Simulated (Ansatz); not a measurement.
The starting structures come from a database of crystals and need not be the phases stable at ambient conditions.

Tunnelling through a barrier is set by its complex band structure: the current falls as exp(−2κd) with the smallest κ.

```
CELL_PARAMETERS angstrom
      7.34375     0.00000     0.00000
     -3.67188     6.35987     0.00000
      3.67187     2.11996    12.10096
ATOMIC_POSITIONS crystal
  Cs 0.25189 0.12595 0.62216
  Cs 0.74811 0.87405 0.37784
  Cs 0.57985 0.28993 0.13022
  Cs 0.42015 0.71007 0.86978
  Li 0.17668 0.58834 0.23498
  Li 0.82332 0.41166 0.76502
  In 0.00000 0.00000 0.00000
  In 0.00000 0.50000 0.50000
  Cl 0.08262 0.79690 0.12047
  Cl 0.91738 0.20310 0.87953
  Cl 0.08263 0.28572 0.12047
  Cl 0.91738 0.71428 0.87953
  Cl 0.59381 0.79690 0.12047
  Cl 0.40619 0.20310 0.87953
  Cl 0.24227 0.85851 0.37397
  Cl 0.75773 0.14149 0.62603
  Cl 0.76752 0.38376 0.37397
  Cl 0.23248 0.61624 0.62603
  Cl 0.24227 0.38376 0.37397
  Cl 0.75773 0.61624 0.62603
```

Space group of this cell: R-3m. The cell is taken as given; by PBEsol its mean pressure is -0.7 GPa.

Transport runs along the normal of the first two printed cell vectors, the (001) plane of the conventional cell.

The gap is the functional's own, uncorrected, and κ follows it; spin-orbit coupling is left out. Mid-gap values are interpolated between the computed energies.

Task: Predict the band gap and the smallest decay constant κ at mid-gap from Ansatz (a first-principles code) with PBEsol.

Result: Gap 3.25 eV on a 6×6×6 mesh; κ = 0.322 1/Å, at the zone centre.
